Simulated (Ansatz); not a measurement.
Worked example: self-consistent single point of WC (P3m1, 2 atoms in the cell) in Ansatz (a program for electronic structure).

Computed with LDA (PW92), default PAW files made with PBE (plane waves; Ansatz).

The change in words: lattice scaled by 0.98; basis.ecutwfc: 30.9 Ry → 15.4 Ry. Reference geometry:
```
WC
1.0
    1.46227    -2.53274     0.00000
    1.46227     2.53274     0.00000
    0.00000     0.00000     2.85420
W C
1 1
Direct
  0.00000   0.00000   0.01752
  0.33333   0.66667   0.50000
```

Reference input (self-consistent single point, DFT, LDA (PW92), plane waves, default PAW files made with PBE): basis.ecutwfc = 30.9 Ry; kpoints.mp_grid.grid = 13 13 12; hamiltonian.xc = lda; hamiltonian.pseudopotentials = {kind: paw} (the program's default PAW files); scf.occupations.method = gaussian; scf.occupations.width = 0.0073 Ry. This run's input differs from it in these lines:

Ansatz 0.2 input:
```diff
@@ -3,5 +3,5 @@
   lattice:
-    - [1.46227500, -2.53273500, 0.00000000]
-    - [1.46227500, 2.53273500, 0.00000000]
-    - [0.00000000, 0.00000000, 2.85420000]
+    - [1.43303000, -2.48208000, 0.00000000]
+    - [1.43303000, 2.48208000, 0.00000000]
+    - [0.00000000, 0.00000000, 2.79711600]
   atoms:
@@ -10,3 +10,3 @@
 basis:
-  ecutwfc: 30.9 Ry
+  ecutwfc: 15.4 Ry
 kpoints:
```

The program printed (abridged):

```
SCF iter   1: F=—  HF=-10369.601538 eV  |F-HF|=—  |Δ(HF+E_count)|=         —  Δρ=6.37e-2  dr2=3.26e-1  ethr=1.77e-3  ⟨swp⟩=4.9  Hψ=14495  notcnv=0
all-band conjugate gradients solve this SCF's bands
preconditioner: auto → none
SCF iter   2: F=—  HF=-10369.500903 eV  |F-HF|=—  |Δ(HF+E_count)|=   1.01e-1  Δρ=3.60e-2  dr2=1.12e-1  ethr=1.77e-3  ⟨swp⟩=2.0  Hψ=5398  notcnv=0  defer=1
SCF iter   3: F=—  HF=-10369.451961 eV  |F-HF|=—  |Δ(HF+E_count)|=   4.89e-2  Δρ=1.93e-3  dr2=7.94e-4  ethr=6.20e-4  ⟨swp⟩=2.9  Hψ=5641  notcnv=0  defer=1
SCF iter   4: F=—  HF=-10369.451777 eV  |F-HF|=—  |Δ(HF+E_count)|=   1.84e-4  Δρ=2.06e-4  dr2=7.62e-6  ethr=4.41e-6  ⟨swp⟩=2.1  Hψ=3770  notcnv=0  defer=1
SCF iter   5: F=—  HF=-10369.451775 eV  |F-HF|=—  |Δ(HF+E_count)|=   1.84e-6  Δρ=4.80e-5  dr2=3.70e-7  ethr=4.23e-8  ⟨swp⟩=2.2  Hψ=4103  notcnv=0  defer=1
SCF iter   6: F=-10369.451775 eV  HF=-10369.451775 eV  |F-HF|=9.95e-9  |Δ(HF+E_count)|=   1.30e-7  Δρ=1.18e-5  dr2=1.91e-8  ethr=5.56e-10  ⟨swp⟩=5.0  Hψ=12266  notcnv=0
SCF 1 converged in 6 iterations: F = -10369.451775 eV  dr2 = 1.91e-8
Free energy (F): -10369.451775 eV
Internal energy: -10369.450746 eV  (E = F + TS)
E sigma→0 (E₀):  -10369.451260 eV
Entropy (-TS):   -0.001029 eV (-0.515 meV/atom)
Fermi energy:    21.406795 eV
--- Forces (eV/Å), atoms counted from 1 ---
  atom   1  W     -0.00000000    -0.00000000    -0.85638967
  atom   2  C      0.00000000    -0.00000000     0.85619584
--- Stress (GPa, compression-positive) ---
        5.534093       0.000000      -0.000000
        0.000000       5.534093      -0.000000
       -0.000000      -0.000000       1.235064
  P = ⅓ Tr σ = 4.1011 GPa (41.011 kbar)
  The stress holds the Pulay correction. Without it, at fixed plane waves, as pw.x and ABINIT print it: P = -129.1036 GPa
```

The run converged in 6 iterations. Against the reference run the free energy rises by 1.91 eV/atom, the pressure goes from -16.23 to 4.10 GPa and the largest force goes from 0.606 to 0.856 eV/Å.

The starting cell has typed, rounded lattice constants, without a prior relaxation at this level. Its lattice was rescaled by up to half a per cent. One atom was moved a little off its site on purpose. For this run, on top of that: lattice scaled by 0.98. Spin polarisation is off. Ansatz's pressure includes its estimate of the finite-basis (Pulay) stress. Without the estimate this run gives -129.10 GPa. The cutoff lies below the one recommended for these files.
